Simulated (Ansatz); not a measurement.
We consider AlN (model structure, started from the alpha GeTe type, Fm-3m, No. 225, 2 atoms in the cell; like a known high-pressure phase), described by r²SCAN in Ansatz (PAW).

Settings: plane-wave cutoff 500 eV, 16×16×16 k mesh, Fermi–Dirac smearing 0.05 eV, scalar-relativistic PAW data made under PBE.

Cell (relaxed at this level):

```cif
data_AlN
_chemical_formula_sum 'Al1 N1'
_space_group_name_H-M_alt 'P 1'
_space_group_IT_number 1
_cell_length_a 2.85507
_cell_length_b 2.85507
_cell_length_c 2.85507
_cell_angle_alpha 60.000
_cell_angle_beta 60.000
_cell_angle_gamma 60.000
loop_
_space_group_symop_operation_xyz
  'x, y, z'
loop_
_atom_site_label
_atom_site_type_symbol
_atom_site_fract_x
_atom_site_fract_y
_atom_site_fract_z
_atom_site_occupancy
Al1 Al 0.75000 0.75000 0.75000 1
N1 N 0.25000 0.25000 0.25000 1
```

Q: What does this level give for the band gap?

A: 
- band gap = 5.52 eV (on the SCF k mesh)

Computed values are for the static lattice.

It cost roughly 50 core-seconds of CPU time.

A model structure was made by putting elements into a prototype or built by hand; it is no filed structure, need not be a known phase, and can be a saddle point held by its symmetry.

Ansatz is a first-principles code.
